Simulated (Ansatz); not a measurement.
Data:

End structure of the (111)B surface of zinc-blende GaP, P-terminated, 2x2 with 3 H on 4 top atoms (bottom of the slab: 3 H on 4 bottom sites):

```
CELL_PARAMETERS angstrom
      7.78845     0.00000     0.00000
     -3.89423     6.74500     0.00000
      0.00000     0.00000    29.50000
ATOMIC_POSITIONS crystal
  Ga 0.32886 0.17114 0.32425
  Ga 0.84222 0.17113 0.32426
  Ga 0.32887 0.65778 0.32426
  Ga 0.83329 0.66671 0.34438
  P  0.16666 0.33334 0.35512
  P  0.66212 0.32433 0.35389
  P  0.17567 0.83788 0.35389
  P  0.66211 0.83789 0.35389
  Ga 0.16667 0.33333 0.43518
  Ga 0.66667 0.33333 0.43518
  Ga 0.16667 0.83333 0.43518
  Ga 0.66667 0.83333 0.43518
  P  0.00000 0.00000 0.46212
  P  0.50000 0.00000 0.46212
  P  0.00000 0.50000 0.46212
  P  0.50000 0.50000 0.46212
  Ga 0.99797 0.99858 0.54269
  Ga 0.50084 0.99916 0.54284
  Ga 0.99973 0.50027 0.54338
  Ga 0.50142 0.50203 0.54269
  P  0.33324 0.16676 0.56893
  P  0.83299 0.16584 0.57017
  P  0.33416 0.66701 0.57017
  P  0.83289 0.66711 0.57043
  Ga 0.33336 0.16664 0.64922
  Ga 0.82146 0.14305 0.65118
  Ga 0.35695 0.67854 0.65118
  Ga 0.82149 0.67851 0.65137
  P  0.16519 0.33481 0.67278
  P  0.66954 0.33474 0.67290
  P  0.16526 0.83046 0.67290
  P  0.66651 0.83349 0.68798
  H  0.33198 0.16802 0.27128
  H  0.83599 0.16803 0.27130
  H  0.33197 0.66401 0.27130
  H  0.17030 0.32970 0.72103
  H  0.65904 0.32905 0.72114
  H  0.17095 0.84096 0.72114
```

Model: 38-atom slab, 13.4 Å thick at the start with caps and adatoms (thin: gaps and levels are the slab's own), 3x3x1 mesh, Fermi-Dirac 0.025 eV, dipole correction, 8 atoms held, the rest relaxed; symmetry of the start imposed; no spin, no spin-orbit, no U.

Q: What is the computed highest filled level below the top vacuum level (PBE run with Ansatz, a quantum-chemistry and plane-wave program)?

A: 4.70 eV

Q: Estimate the gap of the slab on its k-mesh that PBE returns for this input.

A: 1.31 eV
